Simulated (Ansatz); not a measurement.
Ansatz (a quantum-chemistry and plane-wave program) run on LaBi3 (P4mm, 4 atoms in the cell): self-consistent single point.

Level of theory: PBEsol, default PAW files made with PBE (plane waves; Ansatz).

```yaml
crystal:
  lattice:
    - [4.99672, 0.00000, 0.00000]
    - [0.00000, 4.99672, 0.00000]
    - [0.00000, 0.00000, 4.99672]
  atoms:
    - { symbol: La, position: [0.00000, 0.00000, 0.01001] }
    - { symbol: Bi, position: [0.50000, 0.00000, 0.50000] }
    - { symbol: Bi, position: [0.00000, 0.50000, 0.50000] }
    - { symbol: Bi, position: [0.50000, 0.50000, 0.00000] }
```

Reference input (self-consistent single point, DFT, PBEsol, plane waves, default PAW files made with PBE): basis.ecutwfc = 30.9 Ry; kpoints.mp_grid.grid = 7 7 7; hamiltonian.xc = pbesol; hamiltonian.pseudopotentials = {kind: paw} (the program's default PAW files); scf.occupations.method = gaussian; scf.occupations.width = 0.0073 Ry. This run's input differs from it in these lines:

Ansatz 0.2 input:
```diff
@@ -14,3 +14,3 @@
 kpoints:
-  mp_grid: { grid: [7, 7, 7] }
+  mp_grid: { grid: [12, 12, 12] }
 hamiltonian:
@@ -19,3 +19,3 @@
 scf:
-  occupations: { method: gaussian, width: 0.0073 Ry }
+  occupations: { method: methfessel_paxton, width: 0.0007 Ry }
 output:
```

Log, with long lists cut:

```
SCF iter   1: F=—  HF=-42889.701914 eV  |F-HF|=—  |Δ(HF+E_count)|=         —  Δρ=2.20e-3  dr2=5.35e-3  ethr=1.77e-3  ⟨swp⟩=6.5  Hψ=29072  notcnv=0
all-band conjugate gradients solve this SCF's bands
preconditioner: auto → Kerker (q_TF=auto, 2.387 Å⁻¹)
SCF iter   2: F=—  HF=-42889.701015 eV  |F-HF|=—  |Δ(HF+E_count)|=   8.99e-4  S|Δr|=    0.00e0  Δρ=1.16e-3  dr2=1.45e-3  ethr=9.55e-6  ⟨swp⟩=3.7  Hψ=15786  notcnv=0  defer=255
SCF iter   3: F=—  HF=-42889.701168 eV  |F-HF|=—  |Δ(HF+E_count)|=   1.53e-4  S|Δr|=    0.00e0  Δρ=2.97e-4  dr2=1.38e-4  ethr=2.59e-6  ⟨swp⟩=3.3  Hψ=10965  notcnv=0  defer=258
SCF iter   4: F=—  HF=-42889.701174 eV  |F-HF|=—  |Δ(HF+E_count)|=   6.15e-6  S|Δr|=    0.00e0  Δρ=6.72e-5  dr2=7.98e-6  ethr=2.47e-7  ⟨swp⟩=2.3  Hψ=9421  notcnv=0  defer=255
SCF iter   5: F=—  HF=-42889.701155 eV  |F-HF|=—  |Δ(HF+E_count)|=   1.86e-5  S|Δr|=    0.00e0  Δρ=1.37e-5  dr2=4.26e-7  ethr=1.43e-8  ⟨swp⟩=2.2  Hψ=11533  notcnv=0  defer=255
SCF iter   6: F=-42889.701155 eV  HF=-42889.701155 eV  |F-HF|=1.35e-8  |Δ(HF+E_count)|=   9.01e-9  S|Δr|=    0.00e0  Δρ=4.05e-6  dr2=3.88e-8  ethr=1.79e-10  ⟨swp⟩=10.4  Hψ=34656  notcnv=0
SCF 1 converged in 6 iterations: F = -42889.701155 eV  dr2 = 3.88e-8
Stability not checked (fill_not_monotonic)
Free energy (F): -42889.701155 eV
Internal energy: -42889.701077 eV  (E = F + TS)
E sigma→0 (E₀):  -42889.701136 eV
Entropy (-TS):   -0.000079 eV (-0.020 meV/atom)
Fermi energy:    12.074239 eV
--- Forces (eV/Å), atoms counted from 1 ---
  atom   1  La     0.00000000     0.00000000    -0.15842198
  atom   2  Bi    -0.00000000     0.00000000     0.07236518
  atom   3  Bi     0.00000000     0.00000000     0.07236518
  atom   4  Bi    -0.00000000     0.00000000     0.01367044
--- Stress (GPa, compression-positive) ---
       -2.025781       0.000000       0.000000
        0.000000      -2.025781       0.000000
        0.000000       0.000000      -2.030220
  P = ⅓ Tr σ = -2.0273 GPa (-20.273 kbar)
  The stress holds the Pulay correction. Without it, at fixed plane waves, as pw.x and ABINIT print it: P = -2.0488 GPa
```

The run converged in 6 iterations. Against the reference run the free energy rises by 9.1 meV/atom, the pressure hardly changes (-1.99 to -2.03 GPa) and the largest force goes from 0.167 to 0.158 eV/Å.

The starting cell comes from a database of computed structures (which also holds hypothetical and non-ambient phases and stackings), without a prior relaxation at this level. Its lattice was rescaled by up to half a per cent. One atom was moved a little off its site on purpose. Ansatz's pressure includes its estimate of the finite-basis (Pulay) stress.

Cost on one core of a shared machine: roughly 40 s.
